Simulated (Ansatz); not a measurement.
A periodic model of amorphous Si$_{27}$O$_{24}$N$_{20}$:

```xyz
71
Lattice="9.5510 0.0000 0.0000 0.0000 9.5510 0.0000 0.0000 0.0000 9.5510" Properties=species:S:1:pos:R:3 pbc="T T T"
Si     7.6349     3.3486     0.2060
Si     6.9902     0.4908     5.1307
Si     2.0486     2.2665     8.8869
Si     4.4704     4.6287     2.7421
Si     7.8642     0.7529     7.8571
Si     5.1099     0.7188     7.2654
Si     0.6552     1.3111     2.1571
Si     3.3080     9.3434     9.1851
Si     1.7864     3.5559     1.6399
Si     2.4458     2.9860     4.3693
Si     1.1406     3.5050     7.0662
Si     0.1483     4.9911     5.3471
Si     2.4810     8.4763     3.2586
Si     7.9865     8.2490     2.9571
Si     7.6280     4.7920     2.9658
Si     8.6556     7.7555     6.1340
Si     3.1240     5.4115     8.0912
Si     0.6310     8.3163     8.5581
Si     5.4413     3.6464     7.7121
Si     7.2968     1.6622     2.4090
Si     8.0019     5.2026     7.6735
Si     5.1781     9.2950     1.9434
Si     3.8729     0.1377     4.9370
Si     1.9771     7.2053     5.9970
Si     3.4742     6.9274     1.1105
Si     4.6421     2.4104     0.7787
Si     9.2121     5.9146     0.9323
O      4.5413     6.0962     2.0485
O      8.1535     2.0090     8.9246
O      1.1619     1.8852     7.5104
O      8.4877     4.5749     4.3246
O      7.6994     6.6371     6.9195
O      6.4141     8.4374     2.5297
O      5.8932     3.2841     9.4652
O      6.9066     4.1000     7.2095
O      0.9290     4.9669     1.4711
O      0.0231     7.2389     0.0710
O      3.8594     9.2261     7.6492
O      2.8522     5.9454     6.5144
O      2.3482     7.1787     2.3552
O      1.4722     0.0112     2.7033
O      6.0330     4.5794     3.2699
O      3.1110     1.5793     4.9090
O      4.0401     9.3402     3.2272
O      1.5948     7.9552     7.3443
O      4.7113     5.0501     7.9785
O      7.7326     1.3192     6.3257
O      6.3502     0.2472     8.2626
O      6.8828     1.6164     3.9746
O      1.6515     9.2992     9.3937
O      3.5749     4.1707     4.0298
N      3.6571     3.6122     1.5423
N      3.5094     1.4886     9.4692
N      7.9546     8.5824     4.7289
N      5.3979     0.0585     5.6459
N      8.2562     6.4403     2.3356
N      9.3967     4.6074     6.9955
N      5.7214     1.3346     1.6293
N      1.4016     2.6526     3.0616
N      1.4279     3.8045     5.4231
N      4.2159     8.4993     0.8181
N      8.8778     8.9201     7.5887
N      7.8145     3.2679     1.9219
N      8.5873     0.4655     2.2338
N      2.7980     6.5187     9.2563
N      8.1680     4.9549     9.4000
N      2.2634     3.9029     8.3107
N      0.4127     6.7485     5.3583
N      2.7226     8.3585     4.9452
N      4.7763     2.3196     7.1000
N      1.0375     2.2786     0.7162
```

These are PBE, scalar-relativistic without spin-orbit coupling (plane waves to 420 eV, PAW; Ansatz, a program for electronic structure) values and carry that method's errors.

It comes from a melt-quench run on a machine-learned potential (CHGNet), relaxed afterwards by DFT. O and N atoms were pushed apart under 1.9 Å during the dynamics, to hinder bonds among them. The hot cell started wider than the set density and was brought back towards it in steps. It is the lowest in DFT energy of 2 quenches. It is a model cell: composition and starting density were chosen by hand, and all elements were melted together. No dispersion term was used. Its density started from a set value of 2.71 and ended at 2.71 g/cm³. The simulated quench (nominally 150 K/ps over its main leg) is rapid and tends to freeze in more defects than a deposited or slowly cooled glass has. One small periodic cell is one sample of the glass; other quenches scatter about these values. The volume was held where the preparation left it, at a PBE pressure of 1.4 GPa. Stress components on the final sampling reach 6.1 GPa. On a 2×2×2 Γ-centred mesh force components of up to 0.14 eV/Å stay, since the relaxation ran on the zone centre alone.

Bonds are counted up to Si-Si 2.60 Å, Si-O 2.00 Å, Si-N 2.14 Å, O-O 1.58 Å, O-N 1.64 Å, N-N 1.70 Å. Two cations that share two anions don't count as bonded, nor two that share one unless they lie closer than Si-Si 2.38 Å.

Give the coordination numbers, mean bond lengths and angles.


Mean coordination of Si by anions: 4.00 (27 with 4)
Mean coordination of O: 2.08 (22 with 2, 2 with 3)
Mean coordination of N: 2.90 (2 with 2, 18 with 3)
Mean Si-N bond: 1.751 Å (spread 0.070 Å, 58 counted)
Mean Si-O bond: 1.655 Å (spread 0.051 Å, 50 counted)
Bond angle at Si: mean 109.2°, spread 10.1°
Bond angle at O: mean 133.8°, spread 19.9°
Bond angle at N: mean 118.7°, spread 15.2°

Which atoms depart from the most common coordination of their element?

O34 has 3 (Si26 1.75 Å, Si1 1.77 Å, Si19 1.85 Å); O44 has 3 (Si22 1.72 Å, Si23 1.75 Å, Si13 1.78 Å); N65 has 2 (Si25 1.61 Å, Si17 1.64 Å); N70 has 2 (Si19 1.61 Å, Si6 1.64 Å).

List the pairs of like atoms that count as bonded by the rules above.

There are none by these rules.
